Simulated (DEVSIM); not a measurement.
Device: CdS/CdTe n-p heterojunction, at 400 K.

```tsv
layer (left to right)	material	thickness (μm)	Nd (cm⁻³)	Na (cm⁻³)	τn (s)	τp (s)
1	CdS	0.0980	4.7e17	-	3.6e-8	3.6e-8
2	CdTe	3.90	-	7.5e17	3.6e-8	3.6e-8
```

Left contact: ohmic. Right contact: ohmic. Voltage is applied to the left contact. Recombination: SRH at mid-gap, radiative. Mobility is μmin + (μ − μmin)/(1 + (N/Nref)^α).

This is a model device: material constants are rounded textbook-type values typed into the input, and sizes, dopings and lifetimes were drawn at random. Values at 300 K; Nc and Nv go as T^1.5, mobilities as T to minus their exponent, the gap by Varshni's rule with the affinity fixed.

| parameter | CdS | CdTe |
|---|---|---|
| gap (eV) | 2.4 | 1.5 |
| affinity (eV) | 4.3 | 4.28 |
| permittivity | 9 | 10.2 |
| Nc (cm⁻³) | 2.2e18 | 8e17 |
| Nv (cm⁻³) | 1.8e19 | 1.8e19 |
| μn (cm²/Vs) | 300 | 1000 |
| μp (cm²/Vs) | 25 | 80 |
| μn,min | 30 | 100 |
| μp,min | 3 | 10 |
| Nref,n | 1e17 | 1e17 |
| Nref,p | 1e17 | 1e17 |
| αn | 0.6 | 0.6 |
| αp | 0.6 | 0.6 |
| T exponent of μn | 1.5 | 1.7 |
| T exponent of μp | 1.5 | 1.5 |
| B (cm³/s) | 1e-10 | 1e-10 |
| Varshni α (eV/K) | 0.00039 | 0.00031 |
| Varshni β (K) | 103 | 108 |

Model (solved in DEVSIM): 1D drift-diffusion, Boltzmann statistics, complete ionisation; no tunnelling, impact ionisation, image-force lowering or self-heating. Band offsets follow the typed affinities; no thermionic-emission limit at abrupt steps, no polarisation charge.

The thickness of layer 2 was swept, all else fixed.

```json
[
 {"thickness of layer 2 (μm)": "0.78", "dark forward voltage at 100 A/cm² (V)": "1.165", "dark forward voltage at 1 A/cm² (V)": "1.005"},
 {"thickness of layer 2 (μm)": "1.4", "dark forward voltage at 100 A/cm² (V)": "1.183", "dark forward voltage at 1 A/cm² (V)": "1.024"},
 {"thickness of layer 2 (μm)": "2.3", "dark forward voltage at 100 A/cm² (V)": "1.197", "dark forward voltage at 1 A/cm² (V)": "1.037"},
 {"thickness of layer 2 (μm)": "3.9", "dark forward voltage at 100 A/cm² (V)": "?", "dark forward voltage at 1 A/cm² (V)": "1.046"},
 {"thickness of layer 2 (μm)": "6.6", "dark forward voltage at 100 A/cm² (V)": "1.224", "dark forward voltage at 1 A/cm² (V)": "1.049"},
 {"thickness of layer 2 (μm)": "12", "dark forward voltage at 100 A/cm² (V)": "1.246", "dark forward voltage at 1 A/cm² (V)": "1.050"},
 {"thickness of layer 2 (μm)": "20", "dark forward voltage at 100 A/cm² (V)": "1.281", "dark forward voltage at 1 A/cm² (V)": "1.050"}
]
```

Some entries are withheld; supply them.


- 3.9, dark forward voltage at 100 A/cm² (V): 1.211
